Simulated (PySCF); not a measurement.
PySCF 2.14.0, B3LYP/def2-svp, df: Zn(F)(Et) (C[CH2][Zn][F]), 9 atoms. The geometry is a generated start, not checked to be a minimum at this level.

```
Item                          Result
-------------------  ---------------
task                          energy
method                         b3lyp
basis                       def2-svp
two-electron scheme  density fitting
mol.max_memory               3000 MB
mf.max_cycle                     100
mf.conv_tol          1e-09 (default)
mf.grids.level           3 (default)
basis functions                   98
grid points                   112184
```

```xyz
9

Zn     0.8865     0.6204     1.5624
F      1.5209     1.8355     2.6235
C     -0.0283    -0.6224     0.2544
C     -0.4416     0.0463    -1.0526
H     -0.9101    -1.0290     0.7409
H      0.6290    -1.4575     0.0362
H      0.4195     0.4182    -1.6030
H     -1.1254     0.8746    -0.8820
H     -0.9504    -0.6862    -1.6797
```

Charge 0 and multiplicity 1 are set for this test and not shown to be the ground state.

With the defaults (mf.init_guess = minao, mf.DIIS = CDIIS, mf.diis = true, mf.diis_space = 8, newton = off, mf.level_shift = 0) it converges in 13 Fock builds. One run each on 2 threads, 1 BLAS thread, with these changes:
- newton = Hessian by the SCF's own integrals
- mf.init_guess = atom
- mf.init_guess = sap
- mf.level_shift = 1 Hartree
- mf.init_guess = 1e
- mf.diis = false
- mf.DIIS = EDIIS
- mf.diis_space = 3
- mf.DIIS = ADIIS

Task: Which runs fail or end elsewhere than the default run?

Result: No convergence: mf.init_guess = 1e; mf.DIIS = EDIIS; mf.diis = false (the run ends without SCF convergence in 100 cycles). The rest reach the solution of the defaults.

```
setting                                      Fock builds             end
-------------------------------------------  -----------  --------------
the defaults                                          13   same solution
mf.init_guess = atom                                  13   same solution
mf.init_guess = sap                                   17   same solution
mf.DIIS = ADIIS                                       19   same solution
mf.diis_space = 3                                     20   same solution
mf.level_shift = 1 Hartree                            42   same solution
newton = Hessian by the SCF's own integrals           44   same solution
mf.init_guess = 1e                                   101  no convergence
mf.DIIS = EDIIS                                      101  no convergence
mf.diis = false                                      101  no convergence
```

Under newton the count holds the products with the orbital Hessian.
